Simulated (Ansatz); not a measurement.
# A computed series for Os: response to strain

Take Os in the fcc (Cu type) structure (space group Fm-3m, No. 225; relaxed with 0.1 eV smearing) as the base.

```xyz
1
Lattice="0.0000 1.9106 1.9106 1.9106 0.0000 1.9106 1.9106 1.9106 0.0000" Properties=species:S:1:pos:R:3 pbc="T T T"
Os     0.0000     0.0000     0.0000
```

Cartesian axes are those of the cell as printed.

Strains are applied to the cell and any free atomic positions relax; under biaxial strain the out-of-plane vector relaxes too; under stress the whole cell relaxes.

Calculations: plane-wave PAW DFT at the PBEsol level (Ansatz, a first-principles code, 420 eV), no SOC.

Notes on the quantities. energy relative to the base: free energy F.

```tsv
change	energy relative to the base	space group	shortest interatomic distance
base	0 meV/atom	Fm-3m (No. 225)	2.702 Å
biaxial strain −0.48 %, plane normal [111], relaxed out of plane	?	R-3m (No. 166)	2.689 Å
uniaxial strain ε_xx = +1.91 %	+10 meV/atom	I4/mmm (No. 139)	2.702 Å
uniaxial stress, 8 GPa compression along x	?	I4/mmm (No. 139)	2.687 Å
uniaxial stress, 2 GPa compression along z	+0.4 meV/atom	I4/mmm (No. 139)	2.698 Å
tensor shear ε_yz = −1.80 %	?	Immm (No. 71)	2.653 Å
tensor shear ε_xy = −1.51 %	+14 meV/atom	Immm (No. 71)	?
```

**Question.** Some entries are withheld; estimate them.

**Answer.** 
- biaxial strain −0.48 %, plane normal [111], relaxed out of plane, energy relative to the base: +2.0 meV/atom
- uniaxial stress, 8 GPa compression along x, energy relative to the base: +5.7 meV/atom
- tensor shear ε_yz = −1.80 %, energy relative to the base: +19 meV/atom
- tensor shear ε_xy = −1.51 %, shortest interatomic distance: 2.661 Å

Stability under load was not tested beyond the relaxation. The final runs are not spin-polarised. This is not the structure that Os has at room temperature and ambient pressure.
